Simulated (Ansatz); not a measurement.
Input and output of a self-consistent single point for TiCd (P4mm, 4 atoms in the cell) (Ansatz, a program for electronic structure).

Method: PBEsol, harder PAW files (source: ansatz) made with PBE (plane waves; Ansatz).

```
TiCd
1.0
    2.90254     0.00000     0.00000
    0.00000     2.90254     0.00000
    0.00000     0.00000     9.05925
Ti Cd
2 2
Direct
  0.00000   0.50000   0.39679
  0.50000   0.00000   0.60873
  0.00000   0.50000   0.86667
  0.50000   0.00000   0.13333
```

Reference input (self-consistent single point, DFT, PBEsol, plane waves, default PAW files made with PBE): basis.ecutwfc = 420 eV; kpoints.mp_grid.grid = 9 9 3; hamiltonian.xc = pbesol; hamiltonian.pseudopotentials = {kind: paw} (the program's default PAW files); scf.occupations.method = fermi_dirac; scf.occupations.width = 0.1 eV. This run's input differs from it in these lines:

Ansatz 0.2 input:
```diff
@@ -12,3 +12,3 @@
 basis:
-  ecutwfc: 420.0 eV
+  ecutwfc: 630.0 eV
 kpoints:
@@ -17,3 +17,3 @@
   xc: pbesol
-  pseudopotentials: { kind: paw }
+  pseudopotentials: { kind: paw, source: ansatz }
 scf:
```

The program printed (abridged):

```
SCF iter   1: F=—  HF=-21324.782261 eV  |F-HF|=—  |Δ(HF+E_count)|=         —  Δρ=9.18e-2  dr2=3.92e1  ethr=3.10e-3  ⟨swp⟩=3.8  Hψ=3517  notcnv=0
all-band conjugate gradients solve this SCF's bands
preconditioner: auto → Kerker (q_TF=auto, 2.649 Å⁻¹)
SCF iter   2: F=—  HF=-21321.837629 eV  |F-HF|=—  |Δ(HF+E_count)|=    2.94e0  Δρ=5.36e-2  dr2=1.86e1  ethr=3.10e-3  ⟨swp⟩=2.0  Hψ=2101  notcnv=0
   [... lines left out ...]
SCF iter   8: F=—  HF=-21319.231525 eV  |F-HF|=—  |Δ(HF+E_count)|=   1.34e-5  Δρ=3.24e-5  dr2=1.49e-6  ethr=4.62e-8  ⟨swp⟩=2.0  Hψ=1226  notcnv=0
SCF iter   9: F=-21319.231525 eV  HF=-21319.231525 eV  |F-HF|=5.54e-8  |Δ(HF+E_count)|=   2.04e-7  Δρ=1.06e-5  dr2=7.86e-8  ethr=1.56e-10  ⟨swp⟩=4.0  Hψ=5088  notcnv=0
the search or the solves at the SCF's close seem to have found levels that the self-consistency loop had missed (the run counts 1) …
SCF 1 converged in 9 iterations: F = -21319.231525 eV  dr2 = 7.86e-8
Free energy (F): -21319.231525 eV
Internal energy: -21319.146535 eV  (E = F + TS)
E sigma→0 (E₀):  -21319.189030 eV
Entropy (-TS):   -0.084990 eV (-21.248 meV/atom)
Fermi energy:    14.140255 eV
--- Forces (eV/Å), atoms counted from 1 ---
  atom   1  Ti     0.00000000     0.00000000    -0.28858723
  atom   2  Ti     0.00000000     0.00000000     0.17957300
  atom   3  Cd    -0.00000000     0.00000000    -0.05543067
  atom   4  Cd     0.00000000     0.00000000     0.16438186
--- Stress (GPa, compression-positive) ---
       -3.802511       0.000000       0.000000
        0.000000      -3.802511       0.000000
        0.000000       0.000000      -3.454593
  P = ⅓ Tr σ = -3.6865 GPa (-36.865 kbar)
  The stress holds the Pulay correction. Without it, at fixed plane waves, as pw.x and ABINIT print it: P = -3.7492 GPa
```

The run converged in 9 iterations. Against the reference run the pressure hardly changes (-3.68 to -3.69 GPa) and the largest force hardly changes (0.288 to 0.289 eV/Å).

The starting cell comes from a database of computed structures (which also holds hypothetical and non-ambient phases and stackings), without a prior relaxation at this level. Its lattice was rescaled by up to half a per cent. One atom was moved a little off its site on purpose. Spin polarisation is off. Ansatz's pressure includes its estimate of the finite-basis (Pulay) stress. The cutoff lies below the one recommended for these files.
